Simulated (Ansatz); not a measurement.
A self-consistent single point of Sb2Rh (P2_1/c, 12 atoms in the cell) with Ansatz (a program for electronic structure).

Method of the run: PBEsol, default PAW files made with PBE (plane waves; Ansatz).

```
CELL_PARAMETERS angstrom
      6.61560     0.00000     0.00000
      0.00000     6.55960     0.00000
     -3.01666     0.00000     5.96654
ATOMIC_POSITIONS crystal
  Sb 0.16000 0.63300 0.37300
  Sb 0.84000 0.13300 0.12700
  Sb 0.84000 0.36700 0.62700
  Sb 0.16000 0.86700 0.87300
  Sb 0.35000 0.36000 0.17300
  Sb 0.65000 0.86000 0.32700
  Sb 0.65000 0.64000 0.82700
  Sb 0.35000 0.14000 0.67300
  Rh 0.27700 0.00000 0.28800
  Rh 0.72300 0.50000 0.21200
  Rh 0.72300 0.00000 0.71200
  Rh 0.27700 0.50000 0.78800
```

Reference input (self-consistent single point, DFT, PBEsol, plane waves, default PAW files made with PBE): basis.ecutwfc = 420 eV; kpoints.mp_grid.grid = 3 3 3; hamiltonian.xc = pbesol; hamiltonian.pseudopotentials = {kind: paw} (the program's default PAW files); scf.occupations.method = cold; scf.occupations.width = 0.1 eV. This run's input differs from it in these lines:

Ansatz 0.2 input:
```diff
@@ -20,3 +20,3 @@
 basis:
-  ecutwfc: 420.0 eV
+  ecutwfc: 170.0 eV
 kpoints:
```

Log, with long lists cut:

```
SCF iter   1: F=—  HF=-76284.239577 eV  |F-HF|=—  |Δ(HF+E_count)|=         —  Δρ=2.74e-1  dr2=1.28e2  ethr=1.77e-3  ⟨swp⟩=5.6  Hψ=3934  notcnv=0  defer=16
all-band conjugate gradients solve this SCF's bands
preconditioner: auto → Resta (q_TF=auto, 2.587 Å⁻¹)
SCF iter   2: F=—  HF=-76238.522324 eV  |F-HF|=—  |Δ(HF+E_count)|=    4.57e1  S|Δr|=   8.94e-7  Δρ=1.36e-1  dr2=3.73e1  ethr=1.77e-3  ⟨swp⟩=3.0  Hψ=2374  notcnv=0  defer=123
   [... lines left out ...]
SCF 1 converged in 8 iterations: F = -76226.928042 eV  dr2 = 9.87e-8
Stability not checked (fill_not_monotonic)
Free energy (F): -76226.928042 eV
Internal energy: -76226.930810 eV  (E = F + TS)
E sigma→0 (E₀):  -76226.928965 eV
Entropy (-TS):   0.002768 eV (0.231 meV/atom)
Fermi energy:    14.301716 eV
--- Forces (eV/Å), atoms counted from 1 ---
  atom   1  Sb    -2.04160385     0.78886115     0.49862710
  atom   2  Sb     2.04160385     0.78886115    -0.49862710
  atom   3  Sb     2.04160385    -0.78886115    -0.49862710
  atom   4  Sb    -2.04160385    -0.78886115     0.49862710
   [... lines left out ...]
  atom  12  Rh    -2.67611332     0.29681798    -1.60947746
--- Stress (GPa, compression-positive) ---
        1.938007       0.000000      -0.855425
        0.000000       4.708456       0.000000
       -0.855425       0.000000      -4.604171
  P = ⅓ Tr σ = 0.6808 GPa (6.808 kbar)
  The stress holds the Pulay correction. Without it, at fixed plane waves, as pw.x and ABINIT print it: P = -1081.3540 GPa
```

The run converged in 8 iterations. Against the reference run the free energy rises by 33.2 eV/atom, the pressure goes from 1.15 to 0.68 GPa and the largest force goes from 0.731 to 3.137 eV/Å.

The starting cell comes from a database of published, mostly measured structures (it also holds non-ambient and calculated ones), without a prior relaxation at this level. Spin polarisation is off. Forces in this geometry exceed 1 eV/Å. Ansatz's pressure includes its estimate of the finite-basis (Pulay) stress. Without the estimate this run gives -1081.35 GPa. The cutoff lies below the one recommended for these files.
